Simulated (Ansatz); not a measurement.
**How far PBE and r2SCAN part for Ga2O3, pressure 3 GPa**

Consider Ga₂O₃ in the corundum structure (space group R-3c, No. 167; a = 5.058 Å, c = 13.624 Å (hexagonal axes)).

(Cell as relaxed with PBE.)

Levels (all Ansatz, an electronic-structure program, PAW, earlier PAW set): PBE (420 eV, no SOC); r2SCAN (500 eV, without spin-orbit coupling).

Each level relaxes its own structure.

```csv
base,PBE,r2SCAN
volume per atom,10.06 Å³,9.64 Å³
lattice parameter a,5.058 Å,4.985 Å
band gap,2.41 eV,3.57 eV
```

The change: cell and atoms relaxed at a pressure of 3 GPa.

```json
[
 {"quantity": "band gap", "PBE": "2.56 eV", "r2SCAN": "…"},
 {"quantity": "shortest interatomic distance", "PBE": "1.943 Å", "r2SCAN": "…"},
 {"quantity": "c/a ratio", "PBE": "2.689", "r2SCAN": "…"},
 {"quantity": "electron mass", "PBE": "0.22 mₑ (at Γ)", "r2SCAN": "…"},
 {"quantity": "smallest direct gap", "PBE": "2.79 eV", "r2SCAN": "…"}
]
```

Given the PBE results, estimate those of r2SCAN.


- band gap, r2SCAN: 3.71 eV
- shortest interatomic distance, r2SCAN: 1.917 Å
- c/a ratio, r2SCAN: 2.693
- electron mass, r2SCAN: 0.26 mₑ (at Γ)
- smallest direct gap, r2SCAN: 3.97 eV

PBE's band gap lies 1.15 eV below r2SCAN's; PBE's shortest interatomic distance lies 0.0254 Å above r2SCAN's (1.3 %); PBE's c/a ratio lies 0.004 below r2SCAN's; PBE's smallest direct gap lies 1.173 eV below r2SCAN's. Neither level is exact; r2SCAN is the comparison here, not a measurement.

Load acts through the strain it causes; cell and atoms are relaxed under it. Masses are band curvatures over ±0.01 Å⁻¹ around the edge. Stability against distortions was not tested.
